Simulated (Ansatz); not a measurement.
# Ge: response to strain

Start from Ge in the diamond structure (space group Fd-3m, No. 227).

```xyz
2
Lattice="0.0000 2.8372 2.8372 2.8372 0.0000 2.8372 2.8372 2.8372 0.0000" Properties=species:S:1:pos:R:3 pbc="T T T"
Ge     0.0000     0.0000     0.0000
Ge     1.4186     1.4186     1.4186
```

Cartesian axes are those of the cell as printed.

Strains are applied to the cell and any free atomic positions relax; under biaxial strain the out-of-plane vector relaxes too.

Method: plane-wave PAW DFT at the r2SCAN level (Ansatz, a first-principles code, 500 eV), no spin-orbit coupling.

```json
[
 {"biaxial strain, plane normal [001], relaxed out of plane (%)": "-3", "out-of-plane strain (%)": "2.08"},
 {"biaxial strain, plane normal [001], relaxed out of plane (%)": "-2.5", "out-of-plane strain (%)": "1.74"},
 {"biaxial strain, plane normal [001], relaxed out of plane (%)": "-2", "out-of-plane strain (%)": "?"},
 {"biaxial strain, plane normal [001], relaxed out of plane (%)": "-1.5", "out-of-plane strain (%)": "1.05"},
 {"biaxial strain, plane normal [001], relaxed out of plane (%)": "-1", "out-of-plane strain (%)": "0.70"},
 {"biaxial strain, plane normal [001], relaxed out of plane (%)": "-0.5", "out-of-plane strain (%)": "0.35"},
 {"biaxial strain, plane normal [001], relaxed out of plane (%)": "0", "out-of-plane strain (%)": "0.00"}
]
```

Task: Fit ε⊥ = −νε + γε² (strains in %) to the rows shown and predict the withheld row.

Result: Least squares on the printed values gives ν = 0.70 (the biaxial Poisson response) and γ = -0.004 (largest residual 0.00 %); this predicts 1.39 %, and the run gives 1.39 %, in agreement.

Whether these cells are dynamically stable was not tested.
